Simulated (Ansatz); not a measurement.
An Ansatz (a first-principles code) run: C with a change (strain tensor (xx, yy, zz, yz, xz, xy) = (+1.46, −1.04, −0.75, −0.40, +0.04, −0.10) %); PBEsol-D3(BJ) in Ansatz (plane waves to 420 eV, PAW, spin-orbit coupling left out).

Input:

Ansatz 0.2 input:
```yaml
crystal:
  lattice:
    - [2.4941698054, -0.0024582789, 0.0009833116]
    - [-1.2492138347, 2.1080202521, -0.0090073838]
    - [0.0026253929, -0.0262539294, 6.5142562254]
  atoms:
    - { symbol: C, position: [0, 0, 0.25] }
    - { symbol: C, position: [0, 0, 0.75] }
    - { symbol: C, position: [0.3333333333, 0.6666666667, 0.25] }
    - { symbol: C, position: [0.6666666667, 0.3333333333, 0.75] }
basis: { ecutwfc: 420, ecutrho_ratio: 4, xc_grid: 2, fft_grid_basis: typed }
kpoints: { mp_grid: { grid: [15, 15, 5] } }
hamiltonian:
  xc: pbesol
  dispersion: d3bj
  pseudopotentials: { kind: paw }
scf: { occupations: { method: fermi_dirac, width: 0.05 }, convergence: { dr2_threshold: 0.0000000004 } }
relax: { f_tol: 0.005, max_steps: 50 }
output: { forces: true, stress: true }
checkpoint: { write: state.ck, write_every: 1000 }
```

Output (explanatory and most iteration lines left out):

```
Relaxation: its limit of steps is 50 (relax.max_steps)
Pseudopotential: C, paw, valence charge 4
Crystal: 4 atoms, lattice volume = 34.230 Å³
Basis set: ecut = 420 eV, 655 PW (Γ), exchange–correlation on 36×36×90 points (8 copies of the dense FFT grid, shifted against one another)
Bands: 12, of which v1, the nominal top of the filled ones, is band 8 counted from 1 (7 counted from 0)
Symmetry: 2 space group operations
Space group: P-1 (ITA 2), of the structure as read, at distance tolerance 3.2e-5 Å
k-points: 563 of 1125
Functional: x = pbesol(κ = 0.804, μ = 0.12345679012345678), c = pbesol(β = 0.046)
SCF iter   1: F=—  HF=-987.161650 eV  |F-HF|=—  |Δ(HF+E_count)|=         —  Δρ=3.86e-3  dr2=3.90e-3  ethr=1.77e-3  ⟨swp⟩=5.5  Hψ=36263  notcnv=0
SCF iter   2: F=—  HF=-987.161961 eV  |F-HF|=—  |Δ(HF+E_count)|=   3.11e-4  Δρ=2.24e-3  dr2=1.57e-3  ethr=2.43e-5  ⟨swp⟩=1.8  Hψ=13181  notcnv=0
SCF 1 converged in 8 iterations: F = -987.162063 eV  dr2 = 2.31e-11
relax step   1: F+E_penalty+E_count = -987.16206330 eV  Δ(F+E_penalty+E_count) = +0.000e0 eV  max|allowed force component| = 3.061e-1 eV/Å  Δτ_max = 0.0000 Å  (8 SCF iters, accepted)
Crystal: 4 atoms, lattice volume = 34.230 Å³
SCF iter   1: F=—  HF=-987.163987 eV  |F-HF|=—  |Δ(HF+E_count)|=         —  Δρ=4.17e-3  dr2=2.18e-3  ethr=1.30e-5  ⟨swp⟩=1.7  Hψ=30974  notcnv=0
SCF iter   2: F=—  HF=-987.163388 eV  |F-HF|=—  |Δ(HF+E_count)|=   5.99e-4  Δρ=1.88e-3  dr2=3.74e-4  ethr=1.30e-5  ⟨swp⟩=1.2  Hψ=7602  notcnv=0
SCF 2 converged in 7 iterations: F = -987.163304 eV  dr2 = 3.94e-10
relax step   2: F+E_penalty+E_count = -987.16330380 eV  Δ(F+E_penalty+E_count) = -1.241e-3 eV  max|allowed force component| = 1.678e-1 eV/Å  Δτ_max = 0.0142 Å  (7 SCF iters, accepted)
Crystal: 4 atoms, lattice volume = 34.230 Å³
SCF iter   1: F=—  HF=-987.164870 eV  |F-HF|=—  |Δ(HF+E_count)|=         —  Δρ=4.38e-3  dr2=3.60e-3  ethr=1.32e-4  ⟨swp⟩=4.0  Hψ=26802  notcnv=0
SCF iter   2: F=—  HF=-987.163975 eV  |F-HF|=—  |Δ(HF+E_count)|=   8.95e-4  Δρ=1.81e-3  dr2=8.56e-4  ethr=2.25e-5  ⟨swp⟩=2.4  Hψ=14275  notcnv=0
SCF 3 converged in 7 iterations: F = -987.163756 eV  dr2 = 1.61e-11
relax step   3: F+E_penalty+E_count = -987.16375598 eV  Δ(F+E_penalty+E_count) = -4.522e-4 eV  max|allowed force component| = 6.905e-3 eV/Å  Δτ_max = 0.0140 Å  (7 SCF iters, accepted)
Crystal: 4 atoms, lattice volume = 34.230 Å³
SCF iter   1: F=—  HF=-987.175442 eV  |F-HF|=—  |Δ(HF+E_count)|=         —  Δρ=1.24e-2  dr2=4.26e-2  ethr=1.45e-3  ⟨swp⟩=3.9  Hψ=27945  notcnv=0
SCF iter   2: F=—  HF=-987.165897 eV  |F-HF|=—  |Δ(HF+E_count)|=   9.54e-3  Δρ=4.30e-3  dr2=1.20e-2  ethr=2.66e-4  ⟨swp⟩=2.3  Hψ=16023  notcnv=0
SCF 4 converged in 7 iterations: F = -987.162603 eV  dr2 = 2.67e-11
relax step   4: F+E_penalty+E_count = -987.16260269 eV  Δ(F+E_penalty+E_count) = +1.153e-3 eV  max|allowed force component| = 9.265e-2 eV/Å  Δτ_max = 0.0326 Å  (7 SCF iters, rejected (line search))
Crystal: 4 atoms, lattice volume = 34.230 Å³
SCF iter   1: F=—  HF=-987.171903 eV  |F-HF|=—  |Δ(HF+E_count)|=         —  Δρ=9.91e-3  dr2=2.69e-2  ethr=1.71e-3  ⟨swp⟩=4.1  Hψ=26093  notcnv=0
SCF iter   2: F=—  HF=-987.165901 eV  |F-HF|=—  |Δ(HF+E_count)|=   6.00e-3  Δρ=3.46e-3  dr2=7.61e-3  ethr=1.68e-4  ⟨swp⟩=2.3  Hψ=16011  notcnv=0
SCF 5 converged in 7 iterations: F = -987.163830 eV  dr2 = 1.63e-11
relax step   5: F+E_penalty+E_count = -987.16383014 eV  Δ(F+E_penalty+E_count) = -7.416e-5 eV  max|allowed force component| = 3.066e-4 eV/Å  Δτ_max = 0.0067 Å  (7 SCF iters, accepted)
SCF converged after 7 iterations
Free energy (F): -987.163830 eV
Internal energy: -987.162704 eV  (E = F + TS)
E sigma→0 (E₀):  -987.163267 eV
Entropy (-TS):   -0.001127 eV (-0.282 meV/atom)
Fermi energy:    7.228515 eV
  E_disp       = -0.453611  (pairwise vdW)
--- Forces (eV/Å), atoms counted from 1 ---
  atom   1  C      0.00026232    -0.00030658    -0.00000658
  atom   2  C     -0.00026232     0.00030658     0.00000658
  atom   3  C     -0.00024159     0.00028977     0.00001480
  atom   4  C      0.00024159    -0.00028977    -0.00001480
--- Stress (GPa, compression-positive) ---
      -13.601349       0.879341      -0.013155
        0.879341       8.346152      -0.004159
       -0.013155      -0.004159       0.314468
  P = ⅓ Tr σ = -1.6469 GPa (-16.469 kbar)
--- Relaxed structure (5 steps of the walk, 4 accepted, 0 SCFs on fresh bases) ---
  atoms:
    - { symbol: C, position: [0.003455082662158787, 0.0094629063010395, 0.2499786480230997] }
    - { symbol: C, position: [-0.003455082662158786, -0.009462906301039502, 0.7500213519769] }
    - { symbol: C, position: [0.3379724072641616, 0.6787829677689673, 0.2499819804039849] }
    - { symbol: C, position: [0.662027592735838, 0.3212170322310325, 0.7500180195960149] }
```

Whether these cells are dynamically stable was not tested. The cell was made from C in the graphite type structure (space group P6_3/mmc, No. 194; layered, stacked along the Cartesian z axis) by this change: strain tensor (xx, yy, zz, yz, xz, xy) = (+1.46, −1.04, −0.75, −0.40, +0.04, −0.10) %.
